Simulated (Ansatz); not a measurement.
Cohesive energy of A15 V3Si (cubic form, which distorts at low temperature) at several levels of theory

No measured value is used here.

```csv
level (code),value (eV/atom),cell (Å³/atom)
LDA (Ansatz),…,12.22
BLYP (Ansatz),4.81,13.44
PBE (Ansatz),5.65,12.99
RPBE (Ansatz),5.14,13.26
PBE-D3(BJ) (Ansatz),6.31,12.44
PBEsol-D3(BJ) (Ansatz),6.88,12.08
rVV10 (Ansatz),…,13.09
HSE06 (Ansatz),4.36,12.66
```

**Question.** What belongs in the gaps?

**Answer.** 
- LDA (Ansatz, an electronic-structure program), value (eV/atom): 6.85
- rVV10 (Ansatz), value (eV/atom): 5.81

Free atoms are spin-polarised, in the lowest state found; at levels without +SOC their spin–orbit coupling is left out.  LDA, BLYP, PBE, RPBE, PBE-D3(BJ), PBEsol-D3(BJ), rVV10, HSE06: symmetry holds this phase in the static calculation, where it need not be a minimum. BLYP, PBE, PBE-D3(BJ), PBEsol-D3(BJ), HSE06: the free atom's electronic state is in doubt. HSE06: the run has no spin polarisation, so it can have missed a magnetic state. Each level is taken at its own relaxed cell. Cutoffs and k meshes differ between the levels. Ansatz's density-functional and Hartree–Fock values are scalar-relativistic unless marked +SOC, with PAW data made under PBE.
